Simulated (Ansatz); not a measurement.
# BH3 on Si(111):H with two OH

Surface: Si(111) 1x1 surface, 6 top atoms, 3 bilayers, bottom bilayer H-capped and fixed, every top atom capped by H; cell 11.5 x 6.6 Å; two neighbouring H replaced by OH; about 7 Å thick over the host's atoms, 18 atoms held. The numbers are results of PBE-D3(BJ) (plane waves to 420 eV, PAW; Ansatz, an electronic-structure program), not measurements. Sampling: 1x2x1 k points. The slab states were run without spin polarisation. Results hold for this slab, coverage and mesh. Each barrier is the saddle point's height over the relaxed start (climbing-image NEB, finished by a saddle search where needed); no vibrational corrections are included. A partial Hessian shows a single imaginary mode at each top, within the atoms moved. The ends were relaxed from one prepared geometry each.

```json
[
 {"step": "BH3 exchanges a ligand with a surface O-H group and H2 forms", "adsorption (eV)": "-1.05", "barrier (eV)": "-", "reaction energy (eV)": "-0.38", "product desorption (eV)": "-", "outcome": "the path holds the step and a further gradual relaxation: its top lies 1.02 eV over the relaxed start, the energy is near 0.00 eV before the rise and -0.25 eV after the fall, and the fully relaxed end lies at -0.38 eV (the top comes from a saddle search, the energies along the path from an unfinished band)"},
 {"step": "the surface fragment of BH3 exchanges a second ligand with a neighbouring O-H group, starting from the surface left by an earlier step (BH3 exchanges a ligand with a surface O-H group and H2 forms), after H2 has left", "adsorption (eV)": "-", "barrier (eV)": "-", "reaction energy (eV)": "-0.61", "product desorption (eV)": "0.07", "outcome": "the path is no single step: it dips on the way, to +0.02 eV against the start (images of the band, not relaxed states; only the highest image climbs, so other tops are lower bounds), and its highest point lies 1.14 eV over the start, 1.14 eV over the lowest state before it and 1.75 eV over the lowest state after it; reaction energy between the relaxed ends -0.61 eV"},
 {"step": "H2O attacks the fragment of BH3 (once exchanged) and H2 forms, starting from the surface left by an earlier step (BH3 exchanges a ligand with a surface O-H group and H2 forms), after H2 has left", "adsorption (eV)": "-0.44", "barrier (eV)": "-", "reaction energy (eV)": "-0.88", "product desorption (eV)": "0.10", "outcome": "the path holds the step and a further gradual relaxation: its top lies 0.95 eV over the relaxed start, the energy is near +0.05 eV before the rise and -0.76 eV after the fall, and the fully relaxed end lies at -0.88 eV (the top comes from a saddle search, the energies along the path from an unfinished band)"},
 {"step": "H2O attacks the fragment of BH3 (twice exchanged) and H2 forms, starting from the surface left by an earlier step (the surface fragment of BH3 exchanges a second ligand with a neighbouring O-H group), after H2 has left", "adsorption (eV)": "-0.17", "barrier (eV)": "0.97", "reaction energy (eV)": "-0.93", "product desorption (eV)": "0.08", "outcome": "single barrier"}
]
```

Negative energies mean that energy is released. Adsorption energies are against the free molecule and the surface state that the step starts from.

Here BH3 is the monomer.
